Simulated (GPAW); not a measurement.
## Worked example: self-consistent single point of ScAl (Cmcm, 4 atoms in the cell) in GPAW

Level of theory: PBEsol, GPAW PAW datasets PBEsol (made by gpaw-setup) (plane waves; GPAW).

Input as run:

```python
from ase import Atoms
from ase.units import GPa
from gpaw import GPAW

atoms = Atoms(['Sc', 'Sc', 'Al', 'Al'],
              cell=[[2.169674, -5.265446, 0.000000],
                    [2.169674, 5.265446, 0.000000],
                    [0.000000, 0.000000, 3.782227]],
              scaled_positions=[[0.864680, 0.135320, 0.250000],
                                [0.135320, 0.864680, 0.750000],
                                [0.584500, 0.415500, 0.250000],
                                [0.415500, 0.584500, 0.750000]],
              pbc=True)

calc = GPAW(mode={'name': 'pw', 'ecut': 850},
            xc='PBEsol',
            kpts={'size': (6, 6, 6), 'gamma': True},
            occupations={'name': 'fermi-dirac', 'width': 0.1},
            nbands=-12,
            convergence={'density': 1e-05},
            symmetry={'symmorphic': False, 'tolerance': 0.0005},
            maxiter=150)

atoms.calc = calc

energy = atoms.get_potential_energy()
print('Energy (eV):', round(energy, 6))
forces = atoms.get_forces()
print('Forces (eV/Ang):')
print(forces.round(5))
stress = atoms.get_stress()
print('Stress (GPa, Voigt):', (stress / GPa).round(4))
```

Output, abridged:

```
Input parameters:
  convergence: {density: 1e-05}
  kpts: {gamma: True,
         size: (6, 6, 6)}
  maxiter: 150
  mode: {ecut: 850,
         name: pw}
  nbands: -12
  occupations: {name: fermi-dirac,
                width: 0.1}
  symmetry: {symmorphic: False,
             tolerance: 0.0005}
  xc: PBEsol

species:
  Sc:
    name: Scandium
    Z: 21.0
    valence: 11
    core: 10
    charge: 0.0
    file: Sc.PBEsol.gz

    # Using partial waves for Sc as LCAO basis

  Al:
    name: Aluminium
    Z: 13.0
    valence: 3
    core: 10
    charge: 0.0
    file: Al.PBEsol.gz

    # Using partial waves for Al as LCAO basis

Reference energy: -54708.446708  # eV

Spin-paired calculation

Convergence criteria:
 Maximum [total energy] change in last 3 cyles: 0.0005 eV / valence electron
 Maximum integral of absolute [dens]ity change: 1e-05 electrons / valence electron
 Maximum integral of absolute [eigenst]ate change: 4e-08 eV^2 / valence electron
 Maximum number of scf [iter]ations: 150

Symmetries present (total): 8
Symmetries with fractional translations: 4
216 k-points: 6 x 6 x 6 Monkhorst-Pack grid + [1/12,1/12,1/12]
52 k-points in the irreducible part of the Brillouin zone
       k-points in crystal coordinates                weights
   0:     0.00000000    0.00000000    0.00000000          1/216
   1:     0.00000000    0.00000000    0.16666667          2/216
   2:     0.00000000    0.00000000    0.33333333          2/216
   [... 7 lines left out ...]
          ...
  51:     0.50000000    0.50000000    0.50000000          1/216

Wave functions: Plane wave expansion
  Cutoff energy: 850.000 eV
  Number of coefficients (min, max): 4824, 4888
  Pulay-stress correction: 0.000000 eV/Ang^3 (de/decut=0.000000)

Occupation numbers: Fermi-Dirac:
  width: 0.1000  # eV

Eigensolver

Densities:
  Coarse grid: 40*40*28 grid
  Fine grid: 80*80*56 grid
  Total Charge: 0.000000

Density mixing:
  Method: separate
  Backend: pulay
  Linear mixing parameter: 0.05
  old densities: 5
  Damping of long wavelength oscillations: 50

Hamiltonian:
  XC and Coulomb potentials evaluated on a 80*80*56 grid
  External potential:
    NoExternalPotential

XC parameters: PBEsol with 2 nearest neighbor stencil

Number of atoms: 4
Number of atomic orbitals: 34
Number of bands in calculation: 26
Number of valence electrons: 28
Bands to converge: occupied

Density initialized from atomic densities
  26 bands from LCAO basis set

Atomic positions and initial magnetic moments

Positions:
   0 Sc     2.169674   -3.840406    0.945557    ( 0.0000,  0.0000,  0.0000)
   1 Sc     2.169674    3.840406    2.836670    ( 0.0000,  0.0000,  0.0000)
   2 Al     2.169674   -0.889860    0.945557    ( 0.0000,  0.0000,  0.0000)
   3 Al     2.169674    0.889860    2.836670    ( 0.0000,  0.0000,  0.0000)

Unit cell:
           periodic     x           y           z      points  spacing
  1. axis:    yes    2.169674   -5.265446    0.000000    40     0.1003
  2. axis:    yes    2.169674    5.265446    0.000000    40     0.1003
  3. axis:    yes    0.000000    0.000000    3.782227    28     0.1351

  Lengths:   5.694946   5.694946   3.782227
  Angles:   90.000000  90.000000 135.210906

Effective grid spacing dv^(1/3) = 0.1245

     iter     time        total  log10-change:
                         energy   eigst   dens
iter:   1 --:--:--   -19.696763
iter:   2 --:--:--   -19.761496   -0.30  -1.23
iter:   3 --:--:--   -19.463500   -0.84  -1.26
iter:   4 --:--:--   -19.487115   -1.14  -1.47
iter:   5 --:--:--   -19.612230   -1.37  -1.62
iter:   6 --:--:--   -19.508897   -1.37  -1.61
iter:   7 --:--:--   -19.483937   -2.47  -2.15
iter:   8 --:--:--   -19.481975   -3.14  -2.45
iter:   9 --:--:--   -19.479712c  -3.35  -2.57
iter:  10 --:--:--   -19.479421c  -3.47  -2.80
iter:  11 --:--:--   -19.479427c  -4.31  -3.21
iter:  12 --:--:--   -19.479404c  -5.10  -3.25
iter:  13 --:--:--   -19.479454c  -4.95  -3.40
iter:  14 --:--:--   -19.479445c  -5.92  -3.84
iter:  15 --:--:--   -19.479423c  -6.27  -3.88
iter:  16 --:--:--   -19.479453c  -6.18  -3.98
iter:  17 --:--:--   -19.479422c  -5.89  -3.94
iter:  18 --:--:--   -19.479432c  -6.97  -4.43
iter:  19 --:--:--   -19.479433c  -7.69c -4.92
iter:  20 --:--:--   -19.479431c  -8.11c -5.05c

Converged after 20 iterations.

Dipole moment: (0.000000, -0.000000, -0.000000) |e|*Ang

Energy contributions relative to reference atoms: (reference = -54708.446708)

Kinetic:        +10.943186
Potential:       -8.320005
External:        +0.000000
XC:             -22.303404
Entropy (-ST):   -0.121631
Local:           +0.261608
SIC:             +0.000000
--------------------------
Free energy:    -19.540246
Extrapolated:   -19.479431

Showing only first 2 kpts
 Kpt  Band  Eigenvalues  Occupancy
  0    12      4.99118    1.87626
  0    13      5.61788    0.05594
  0    14      6.13482    0.00033
  0    15      6.29731    0.00006

  1    12      4.54176    1.99853
  1    13      5.59465    0.07006
  1    14      5.76951    0.01256
  1    15      6.07239    0.00061

Fermi level: 5.26306

No gap
No difference between direct/indirect transitions
Energy (eV): -19.479431

Forces in eV/Ang:
  0 Sc    0.00000    0.01831    0.00000
  1 Sc    0.00000   -0.01831   -0.00000
  2 Al    0.00000   -0.08544   -0.00000
  3 Al    0.00000    0.08544    0.00000

Stress tensor:
     0.018530     0.000000     0.000000
     0.000000     0.013360     0.000000
     0.000000     0.000000     0.016225
Stress (GPa, Voigt): [2.9688 2.1406 2.5995 0.     0.     0.    ]
```

The run converged in 20 iterations. GPAW prints stress with tension positive.

The starting cell comes from a database of computed structures (which also holds hypothetical and non-ambient phases and stackings), without a prior relaxation at this level. Its lattice was rescaled by a random factor within 2.5 % of one.

Cost on one core of a shared machine: roughly 3 min.
